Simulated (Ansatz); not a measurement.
Computed paths: Al vacancy in zinc-blende AlN, charge state -3

Defect: Al vacancy in zinc-blende AlN, charge state -3. Level of theory: PBE, PAW (plane waves to 420 eV; Ansatz, a program for electronic structure).

64-site cell at the relaxed PBE lattice, the Γ point alone, smearing 0.01 eV, spin-restricted, no finite-size correction. No zero-point or tunnelling terms. The host's phase is taken as given; its stability against other phases was not computed. The charge state is imposed; whether it is stable for some Fermi level was not computed. Forms of the defect that were not tried may lie lower.

Barriers: single points on a 2×2×2 k-point mesh shifted by half a step at the bands' geometries.

```json
[
 {"Route": "a nearby Al atom hops onto the vacant site", "Start site over the lowest site run (eV)": "0.00", "Hop (Å)": "3.04", "Forward barrier (eV)": "2.10", "Backward barrier (eV)": "2.10", "Neighbours at the start": "N at 1.80, 2 N at 1.93, N at 1.94 Å", "Neighbours at the saddle": "N at 1.76, 4 N at 2.24 Å", "Saddle order": "not checked, on a symmetry element", "Forward, on the band's own sampling (eV)": "2.11"}
]
```

Paths come from nudged elastic bands with a climbing image.  A band can be held on a symmetry element, so unchecked saddle points there may be too high.

The whole set of runs took very roughly 0.4 core-hours.
